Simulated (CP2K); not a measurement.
# Convergence study of shifted k-point meshes for K (Im-3m, 1 atom in the cell)

```yaml
crystal:
  lattice:
    - [4.59548, 0.00000, 0.00000]
    - [-1.53183, 4.33266, 0.00000]
    - [-1.53183, -2.16633, 3.75219]
  atoms:
    - { symbol: K, position: [0.00000, 0.00000, 0.00000] }
```

Level of theory: PBE, GPW, DZVP-MOLOPT-SR-GTH basis, GTH-PBE potentials (GTH_POTENTIALS) in CP2K.

Base settings: CUTOFF = 500 Ry; REL_CUTOFF = 40 Ry; SMEAR/METHOD = FERMI_DIRAC; ELECTRONIC_TEMPERATURE = 1160.45 K; KPOINTS/SCHEME = MONKHORST-PACK 4 4 4; GAMMA_CENTERED = T; XC_FUNCTIONAL = PBE; K/BASIS_SET = DZVP-MOLOPT-SR-GTH-q9; K/POTENTIAL = GTH-PBE-q9; METHOD = GPW.

In this ladder: GAMMA_CENTERED = default.

Only quantities that move along the ladder and can be compared are tabulated.

The starting cell has typed, rounded lattice constants, without a prior relaxation at this level. Its lattice was rescaled by up to half a per cent. Values carry the incompleteness of an atom-centred basis. Without a gap this mesh is coarse (it stands for a supercell whose shortest vector is 18 Å).

Steps (KPOINTS/SCHEME): MONKHORST-PACK 2 2 2; MACDONALD 3 3 3 0.1666666667 0.1666666667 0.1666666667; MONKHORST-PACK 4 4 4; MACDONALD 5 5 5 0.1 0.1 0.1; MONKHORST-PACK 6 6 6; MACDONALD 7 7 7 0.07142857143 0.07142857143 0.07142857143; MONKHORST-PACK 8 8 8; MACDONALD 9 9 9 0.05555555556 0.05555555556 0.05555555556; MONKHORST-PACK 10 10 10; MACDONALD 11 11 11 0.04545454545 0.04545454545 0.04545454545; MACDONALD 13 13 13 0.03846153846 0.03846153846 0.03846153846; MONKHORST-PACK 14 14 14; MACDONALD 15 15 15 0.03333333333 0.03333333333 0.03333333333; MACDONALD 17 17 17 0.02941176471 0.02941176471 0.02941176471; MACDONALD 19 19 19 0.02631578947 0.02631578947 0.02631578947; MACDONALD 21 21 21 0.02380952381 0.02380952381 0.02380952381.

### Question
What is the coarsest KPOINTS/SCHEME that holds the pressure within 0.05 GPa of the last step, with all finer ones?

### Answer
MACDONALD 3 3 3 0.1666666667 0.1666666667 0.1666666667; the step before is off by 0.16 GPa.

### Question
What is the coarsest KPOINTS/SCHEME that holds the free energy within 2 meV/atom of the last step, with all finer ones?

### Answer
MACDONALD 9 9 9 0.05555555556 0.05555555556 0.05555555556; the step before is off by 2.3 meV/atom.

| KPOINTS/SCHEME | free energy less the last step's (meV/atom) | pressure (GPa) |
|---|---|---|
| MONKHORST-PACK 2 2 2 | 36.25 | 0.27 |
| MACDONALD 3 3 3 0.1666666667 0.1666666667 0.1666666667 | 18.34 | 0.14 |
| MONKHORST-PACK 4 4 4 | -9.89 | 0.12 |
| MACDONALD 5 5 5 0.1 0.1 0.1 | 18.51 | 0.14 |
| MONKHORST-PACK 6 6 6 | -9.84 | 0.10 |
| MACDONALD 7 7 7 0.07142857143 0.07142857143 0.07142857143 | 5.17 | 0.12 |
| MONKHORST-PACK 8 8 8 | -2.31 | 0.11 |
| MACDONALD 9 9 9 0.05555555556 0.05555555556 0.05555555556 | 0.71 | 0.11 |
| MONKHORST-PACK 10 10 10 | -0.40 | 0.11 |
| MACDONALD 11 11 11 0.04545454545 0.04545454545 0.04545454545 | 0.07 | 0.11 |
| MACDONALD 13 13 13 0.03846153846 0.03846153846 0.03846153846 | 0.06 | 0.11 |
| MONKHORST-PACK 14 14 14 | 0.00 | 0.11 |
| MACDONALD 15 15 15 0.03333333333 0.03333333333 0.03333333333 | 0.00 | 0.11 |
| MACDONALD 17 17 17 0.02941176471 0.02941176471 0.02941176471 | -0.03 | 0.11 |
| MACDONALD 19 19 19 0.02631578947 0.02631578947 0.02631578947 | -0.02 | 0.11 |
| MACDONALD 21 21 21 0.02380952381 0.02380952381 0.02380952381 | 0.00 | 0.11 |
